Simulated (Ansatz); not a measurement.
Effort and miss along a sweep of basis.ecutwfc: Y₂CuTe₄ (Fd-3m, 14 atoms in the cell)

Cell: a = 8.5583 Å, b = 8.5583 Å, c = 8.5583 Å, α = 60.00°, β = 60.00°, γ = 60.00°.

Computed with PBE (plane waves, PAW; Ansatz, a quantum-chemistry and plane-wave program).

Base settings: basis.ecutwfc = 420 eV; kpoints.mp_grid.grid = 3 3 3; hamiltonian.xc = pbe; hamiltonian.pseudopotentials = {kind: paw} (the program's default PAW files); scf.occupations.method = gaussian; scf.occupations.width = 0.2 eV.

Misses are taken against the tightest run, 840 eV, which need not be fully converged itself. The energy is the free energy per atom.

The count of work is k-points × plane waves × bands × iterations; it is no time, and leaves out set-up, grids and terms that scale otherwise. 

Ansatz's pressure holds its estimate of the finite-basis (Pulay) stress, which hides part of the cutoff error; the uncorrected pressure shows it.

The starting cell was generated: these elements placed on a structure prototype, without a prior relaxation; it need not be a known phase or ordering of this composition. Spin polarisation is off. In the base run, with a pressure of about 7 GPa the cell is away from its equilibrium volume at this level. In the base run, forces exceed 1 eV/Å. Ansatz's pressure includes its estimate of the finite-basis (Pulay) stress.

| basis.ecutwfc | energy less reference (meV/atom) | pressure less reference (GPa) | largest difference in the force on any atom (eV/Å) | uncorrected pressure less reference (GPa) | count of work / reference |
|---|---|---|---|---|---|
| 170 eV | 20785.82 | 2.17 | 0.299 | -445.04 | 0.11 |
| 210 eV | 4442.51 | 0.86 | 0.207 | -124.95 | 0.14 |
| 250 eV | 835.16 | 0.39 | 0.103 | -31.04 | 0.22 |
| 295 eV | 92.18 | 0.03 | 0.019 | -4.89 | 0.23 |
| 335 eV | 9.00 | 0.00 | 0.002 | -0.60 | 0.22 |
| 380 eV | 1.69 | 0.01 | 0.000 | -0.02 | 0.30 |
| 420 eV | 1.13 | 0.00 | 0.000 | -0.02 | 0.36 |
| 485 eV | 0.29 | 0.00 | 0.000 | -0.01 | 0.45 |
| 545 eV | 0.12 | 0.00 | 0.000 | 0.00 | 0.52 |
| 630 eV | 0.05 | 0.00 | 0.000 | 0.00 | 0.66 |
| 735 eV | 0.03 | 0.00 | 0.000 | 0.00 | 0.82 |
| 840 eV | 0.00 | 0.00 | 0.000 | 0.00 | 1.0 |

Coarsest setting among those run that, with all tighter ones, holds the energy within 10 meV/atom of the reference: 335 eV, off by 9.0 meV/atom; it needs 0.22 of the reference's count of work.

Coarsest setting among those run that, with all tighter ones, holds the energy within 5 meV/atom of the reference: 380 eV, off by 1.7 meV/atom; it needs 0.30 of the reference's count of work.

Smallest miss in the energy for at most 0.2 times the reference's count of work: 210 eV, with a miss of 4400 meV/atom at a count of 0.14.

The step from 170 eV to 545 eV: it takes the miss in the energy from 21000 to 0.12 meV/atom, for 4.5 times the count of work.

Keys are those of Ansatz 0.2.
